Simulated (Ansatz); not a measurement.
## ZnSe under load (space group I-4m2): band-edge transport data

Given:

```
CELL_PARAMETERS angstrom
      0.00000     2.94895     2.65215
      2.94895     0.00000     2.65215
      2.94895     2.94895     0.00000
ATOMIC_POSITIONS crystal
  Zn 0.00000 0.00000 0.00000
  Se 0.25000 0.25000 0.25000
```

The numbers are results of r2SCAN with spin-orbit coupling, rigid bands (plane waves, PAW; Ansatz, a quantum-chemistry and plane-wave program), not measurements. Condition of this run: biaxial stress in (001) of -3.2 GPa (compression positive) (the target of the relaxation). Cell: cell and atoms relaxed with PBEsol, then loaded as said.

The band gap is 1.50 eV. The electron conductivity mass (300 K, dilute) comes out as 0.128 mₑ, the hole conductivity mass (300 K, dilute) is 0.65 (x), 0.65 (y), 0.25 (z) mₑ and the effective density of states N_c (300 K) comes out as 1.1e18 cm⁻³. The effective density of states N_v (300 K) is 7.1e18 cm⁻³ and the density-of-states mass, electrons is 0.127 mₑ. The density-of-states mass, holes is 0.43 mₑ and the Seebeck coefficient, n-type 1e19 cm⁻³, 300 K is -79 μV/K. The Seebeck coefficient, p-type 1e19 cm⁻³, 300 K is 211 μV/K.

Rigid bands; masses and Seebeck coefficients take one relaxation time τ for all states and one kind of carrier; polarons and phonon drag are left out. Geometry: cell and atoms relaxed with PBEsol.
